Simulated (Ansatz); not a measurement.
HgTe, response to strain

Start from HgTe in the zinc blende structure (space group F-43m, No. 216).

```
HgTe
1.0
    0.00000     3.21750     3.21750
    3.21750     0.00000     3.21750
    3.21750     3.21750     0.00000
Hg Te
1 1
Cartesian
  0.00000   0.00000   0.00000
  1.60875   1.60875   1.60875
```

Strains are applied to the cell and any free atomic positions relax.

The values are results of Ansatz (a program for electronic structure) LDA, without spin-orbit coupling, not measurements.

Candidates:
(a) isotropic strain +2.00 %
(b) isotropic strain +1.00 %
(c) isotropic strain −2.50 %

Notes on the quantities. energy relative to the base: free energy F.

Task: Order them by energy relative to the base, lowest first.

Result: (b) isotropic strain +1.00 % (+4.3 meV/atom), (a) isotropic strain +2.00 % (+16 meV/atom), (c) isotropic strain −2.50 % (+31 meV/atom)

The mesh was chosen for an insulator and is coarse for the gapless case. Stability against distortions was not tested. The final runs are not spin-polarised.
